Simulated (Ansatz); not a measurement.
Functionals compared on NH2 on the 1x1 (100) surface of monoclinic ZrO2 (cut with top plane 2 O), one in a 1x1 cell, started at the site 'bridge O-O (span 5.4 Å)', in Ansatz (plane waves, PAW). The structure was relaxed with PBE; the other rows are single points on it, each with its references at the same level. Cutoff 420 eV (500 eV for r2SCAN). The points keep PBE's geometry, so the relaxation of a polaron and the settling of charge on one site are left out.

Host crystal: monoclinic ZrO2, with a band gap (PBE, scalar-relativistic without spin-orbit coupling).

Slab: 27 atoms, 9.4 Å thick at the start under the adsorbate (thin: gaps and levels are the slab's own); k 4x4x1, smearing 0.01 eV, dipole-corrected; 12 atoms held, the rest relaxed; no symmetry held; spin-polarised, ending with about 1.0 μB a cell; orders that need a larger cell were not tried, no spin-orbit, no U, no dispersion correction. At the end it is bonded to Zr. In PBE it is, or lies within 0.03 eV of, the lowest of the starts that converged. These notes are the PBE run's. r2SCAN: The program's check for a lower electronic state was not made. Adsorption energies are against NH3(g) − ½ H2(g). A negative adsorption energy means that the adsorbate is more stable on the surface than in its reference.

```tsv
functional	adsorption energy (eV)	gap of the slab on its k-mesh (eV)	highest filled level below the top vacuum level (eV)	magnetic moment of the cell (μB)	rough cost of the single point
PBE	1.38	0.39	5.72	1.00	–
RPBE	[?]	[?]	[?]	1.00	around 11 core-minutes (rough)
r2SCAN	1.09	1.04	5.77	1.00	roughly 19 core-minutes
```

Problem. Complete the blanks.

Solution. 
- RPBE, adsorption energy (eV): 1.53
- RPBE, gap of the slab on its k-mesh (eV): 0.42
- RPBE, highest filled level below the top vacuum level (eV): 5.57

Ansatz is a program for electronic structure.
